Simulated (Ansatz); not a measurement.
Data:

```
InP
1.0
    0.00000     2.93916     2.93916
    2.93916     0.00000     2.93916
    2.93916     2.93916     0.00000
In P
1 1
Direct
  0.00000   0.00000   0.00000
  0.25000   0.25000   0.25000
```

Level of theory: HSE06 with spin-orbit coupling, rigid bands (plane waves, PAW; Ansatz, a program for electronic structure). Cell: cell and atoms relaxed with PBEsol.

Q: What conductivity effective mass do dilute holes have at 300 K?

A: 0.54 mₑ.

Q: What conductivity effective mass do dilute electrons have at 300 K?

A: 0.095 mₑ.

Q: And the band gap?

A: 1.41 eV at this level.

Rigid bands, one relaxation time for all states, no polarons. Geometry: cell and atoms relaxed with PBEsol.
